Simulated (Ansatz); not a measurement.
Seebeck coefficient (μV/K, mean over directions) of n-type MoS2 (P6_3/mmc) against carrier density, PBEsol+D3BJ with spin-orbit coupling, rigid bands in Ansatz (an electronic-structure program). Computed gap 0.52 eV; densities at which minority carriers matter at this gap, or further valleys turn the trend, are left out. Conductivity mass 0.53 mₑ (harmonic mean over directions), N_c = 5.9e19 cm⁻³ at 300 K.

```tsv
electron density	300 K	500 K
3e18 cm⁻³	-467	(withheld)
1e19 cm⁻³	-364	-431
3e19 cm⁻³	-272	(withheld)
1e20 cm⁻³	-178	-238
3e20 cm⁻³	-105	-156
1e21 cm⁻³	-52	(withheld)
```

Question: Fill in the missing entries.

Answer: 
- 3e18 cm⁻³, 500 K: -534
- 3e19 cm⁻³, 500 K: -337
- 1e21 cm⁻³, 500 K: -84

Rigid bands with a gap fixed in temperature, one relaxation time for all states, no polarons or phonon drag, and whether or not such doping can be reached. Geometry: cell and atoms relaxed with PBEsol+D3(BJ).

PBEsol with a dispersion correction tends to overbind, so the cell can be several per cent short, in bad cases over ten, which usually narrows a gap: MoS2 (P6_3/mmc).
